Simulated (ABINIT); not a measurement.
# Several settings converged on HgTe (R3m, 2 atoms in the cell)

```
HgTe
1.0
    0.00000     3.21385     3.21385
    3.21385     0.00000     3.21385
    3.21385     3.21385     0.00000
Hg Te
1 1
Direct
  0.00449   0.00449   0.00449
  0.25000   0.25000   0.25000
```

Base method: PBEsol, norm-conserving pseudopotentials (PseudoDojo nc-sr-04 PBEsol standard) (plane waves; ABINIT 10.0.3).

Base settings: pseudos = [Hg.upf, Te.upf]; ecut = 41 Ha; occopt = 3; tsmear = 0.00036749 Ha; ngkpt = 3 3 3; nshiftk = 1; shiftk = 0 0 0; potentials = PseudoDojo nc-sr-04 PBEsol standard; nband = 24; kptopt = 1.

The count of work is k-points × plane waves × bands × iterations; it is no time. Core times come from one kind of shared machine, to one figure; runs under 30 s give none.

**The cutoff for other potential files**

Level: DFT, PBEsol, plane waves, norm-conserving pseudopotentials (PseudoDojo nc-fr-04 PBEsol standard).

In this ladder: potentials = PseudoDojo nc-fr-04 PBEsol standard.

The second cell is the first with its lattice scaled by 0.98.

The mesh stays at the base's, so the ladder's end is converged at best in this setting alone.

Only quantities that move along the ladder and can be compared are tabulated.

```tsv
ecut	free energy less the last step's (meV/atom)	energy of the compressed cell less the first (meV/atom)	pressure (GPa)	largest difference of a force vector from the last step's (eV/Å)	count of work / last
18 Ha	18523.09	142.80	-338.97	0.046	0.099
22 Ha	4476.44	-41.05	-122.41	0.012	0.14
28 Ha	248.96	72.65	-9.94	0.000	0.19
40 Ha	2.03	56.71	2.89	0.000	0.35
60 Ha	0.47	56.69	2.90	0.000	0.65
80 Ha	0.00	56.68	2.90	0.000	1.0
```

Coarsest ecut that holds the energy of the compressed cell less the first within 0.2 meV/atom of the last step, with all finer ones: 40 Ha, at 0.35 of the last step's count of work; the step before is off by 16 meV/atom.

Coarsest ecut that holds the forces within 0.005 eV/Å of the last step, with all finer ones: 28 Ha, at 0.19 of the last step's count of work; the step before is off by 0.012 eV/Å.

Coarsest ecut that holds the pressure within 1 GPa of the last step, with all finer ones: 40 Ha, at 0.35 of the last step's count of work; the step before is off by 13 GPa.

The energy difference between the two cells stays within 1 meV/atom of the last step's from 40 Ha on, the total only from 60 Ha on: much of the error is common to both cells and cancels.

At the lowest cutoff the pressure lies 342 GPa under the last step's, the usual sign of Pulay stress in an incomplete plane-wave basis.

**The setting fft**

The mesh stays at the base's, so the ladder's end is converged at best in this setting alone.

Only quantities that move along the ladder and can be compared are tabulated.

| boxcutmin | free energy less the last step's (meV/atom) | pressure (GPa) | largest difference of a force vector from the last step's (eV/Å) | core time / last (rough) |
|---|---|---|---|---|
| 1.2 | -21.90 | 3.82 | 0.028 | 0.7 |
| 1.5 | 0.02 | 3.17 | 0.000 | 0.7 |
| 1.8 | 0.00 | 3.17 | 0.000 | 0.8 |
| 2.5 | 0.00 | 3.17 | 0.000 | 1 |

Coarsest boxcutmin that holds the pressure within 0.5 GPa of the last step, with all finer ones: 1.5; the step before is off by 0.65 GPa.

Coarsest boxcutmin that holds the free energy within 0.5 meV/atom of the last step, with all finer ones: 1.5; the step before is off by 22 meV/atom.

Coarsest boxcutmin that holds the forces within 0.01 eV/Å of the last step, with all finer ones: 1.5; the step before is off by 0.028 eV/Å.

On the base run: the starting cell has typed, rounded lattice constants, without a prior relaxation at this level. Its lattice was rescaled by up to half a per cent. One atom was moved a little off its site on purpose. In the base run, with a pressure of about 3 GPa the cell is away from its equilibrium volume at this level. The run gives no clean gap (levels at the Fermi energy touch, overlap or are partly filled at this smearing), which alone does not show that the compound is a metal. Without a gap this mesh is coarse (it stands for a supercell whose shortest vector is 14 Å).
